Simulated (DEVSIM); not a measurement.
Structure: Pt/SiO2/p-GaAs capacitor, at 350 K.

```tsv
layer (left to right)	material	thickness (nm)	Na (cm⁻³)
1	SiO2	9.40	-
2	GaAs	14000	2.2e15
```

Metal gate on the left, work function 5.6 eV. Fixed charge at the semiconductor interface 0 cm⁻² (in units of +e); no interface traps.

The device is made up for the run: typed textbook-type constants, with dimensions and the other settings drawn at random. Values at 300 K; Nc and Nv go as T^1.5, mobilities as T to minus their exponent, the gap by Varshni's rule with the affinity fixed.

| parameter | SiO2 | GaAs |
|---|---|---|
| gap (eV) | 9 | 1.424 |
| affinity (eV) | 0.9 | 4.07 |
| permittivity | 3.9 | 12.9 |
| Nc (cm⁻³) | - | 4.7e17 |
| Nv (cm⁻³) | - | 9e18 |
| Varshni α (eV/K) | - | 0.000541 |
| Varshni β (K) | - | 204 |

Simulated with DEVSIM: 1D Poisson equation in equilibrium, Boltzmann statistics, complete ionisation; no quantum confinement or tunnelling. Metal contacts follow the ideal Schottky-Mott rule: no Fermi-level pinning, no interface dipoles.

**Question.** Tabulate band edges, carrier densities and field at 1.0 V on the gate.

**Answer.** Energies count from the Fermi level of the right contact; mesh points crowd at the junctions.

```json
[
 {"x (μm)": "0.000", "Ec (eV)": "3.700", "Ev (eV)": "-5.300", "n (cm⁻³)": "< 1e2", "p (cm⁻³)": "< 1e2", "field (V/cm)": "60000"},
 {"x (μm)": "0.001531", "Ec (eV)": "3.709", "Ev (eV)": "-5.291", "n (cm⁻³)": "< 1e2", "p (cm⁻³)": "< 1e2", "field (V/cm)": "60000"},
 {"x (μm)": "0.004567", "Ec (eV)": "3.727", "Ev (eV)": "-5.273", "n (cm⁻³)": "< 1e2", "p (cm⁻³)": "< 1e2", "field (V/cm)": "60000"},
 {"x (μm)": "0.007721", "Ec (eV)": "3.746", "Ev (eV)": "-5.254", "n (cm⁻³)": "< 1e2", "p (cm⁻³)": "< 1e2", "field (V/cm)": "60000"},
 {"x (μm)": "0.009761", "Ec (eV)": "0.587", "Ev (eV)": "-0.814", "n (cm⁻³)": "2.1e9", "p (cm⁻³)": "2.1e7", "field (V/cm)": "18000"},
 {"x (μm)": "0.01204", "Ec (eV)": "0.591", "Ev (eV)": "-0.810", "n (cm⁻³)": "1.8e9", "p (cm⁻³)": "2.4e7", "field (V/cm)": "18000"},
 {"x (μm)": "0.01773", "Ec (eV)": "0.601", "Ev (eV)": "-0.800", "n (cm⁻³)": "1.3e9", "p (cm⁻³)": "3.4e7", "field (V/cm)": "18000"},
 {"x (μm)": "0.04039", "Ec (eV)": "0.640", "Ev (eV)": "-0.761", "n (cm⁻³)": "3.6e8", "p (cm⁻³)": "1.3e8", "field (V/cm)": "17000"},
 {"x (μm)": "0.08852", "Ec (eV)": "0.719", "Ev (eV)": "-0.682", "n (cm⁻³)": "2.6e7", "p (cm⁻³)": "1.7e9", "field (V/cm)": "16000"},
 {"x (μm)": "0.2087", "Ec (eV)": "0.884", "Ev (eV)": "-0.517", "n (cm⁻³)": "110000", "p (cm⁻³)": "4.1e11", "field (V/cm)": "12000"},
 {"x (μm)": "0.5089", "Ec (eV)": "1.105", "Ev (eV)": "-0.296", "n (cm⁻³)": "< 1e2", "p (cm⁻³)": "6.2e14", "field (V/cm)": "3200"},
 {"x (μm)": "1.763", "Ec (eV)": "1.143", "Ev (eV)": "-0.258", "n (cm⁻³)": "< 1e2", "p (cm⁻³)": "2.2e15", "field (V/cm)": "≈ 0"},
 {"x (μm)": "4.390", "Ec (eV)": "1.143", "Ev (eV)": "-0.258", "n (cm⁻³)": "< 1e2", "p (cm⁻³)": "2.2e15", "field (V/cm)": "≈ 0"},
 {"x (μm)": "9.505", "Ec (eV)": "1.143", "Ev (eV)": "-0.258", "n (cm⁻³)": "< 1e2", "p (cm⁻³)": "2.2e15", "field (V/cm)": "≈ 0"},
 {"x (μm)": "12.68", "Ec (eV)": "1.143", "Ev (eV)": "-0.258", "n (cm⁻³)": "< 1e2", "p (cm⁻³)": "2.2e15", "field (V/cm)": "≈ 0"},
 {"x (μm)": "13.48", "Ec (eV)": "1.143", "Ev (eV)": "-0.258", "n (cm⁻³)": "< 1e2", "p (cm⁻³)": "2.2e15", "field (V/cm)": "≈ 0"},
 {"x (μm)": "13.80", "Ec (eV)": "1.143", "Ev (eV)": "-0.258", "n (cm⁻³)": "< 1e2", "p (cm⁻³)": "2.2e15", "field (V/cm)": "≈ 0"},
 {"x (μm)": "13.93", "Ec (eV)": "1.143", "Ev (eV)": "-0.258", "n (cm⁻³)": "< 1e2", "p (cm⁻³)": "2.2e15", "field (V/cm)": "≈ 0"},
 {"x (μm)": "13.99", "Ec (eV)": "1.143", "Ev (eV)": "-0.258", "n (cm⁻³)": "< 1e2", "p (cm⁻³)": "2.2e15", "field (V/cm)": "≈ 0"},
 {"x (μm)": "14.00", "Ec (eV)": "1.143", "Ev (eV)": "-0.258", "n (cm⁻³)": "< 1e2", "p (cm⁻³)": "2.2e15", "field (V/cm)": "≈ 0"},
 {"x (μm)": "14.01", "Ec (eV)": "1.143", "Ev (eV)": "-0.258", "n (cm⁻³)": "< 1e2", "p (cm⁻³)": "2.2e15", "field (V/cm)": "≈ 0"},
 {"x (μm)": "14.01", "Ec (eV)": "1.143", "Ev (eV)": "-0.258", "n (cm⁻³)": "< 1e2", "p (cm⁻³)": "2.2e15", "field (V/cm)": "≈ 0"}
]
```
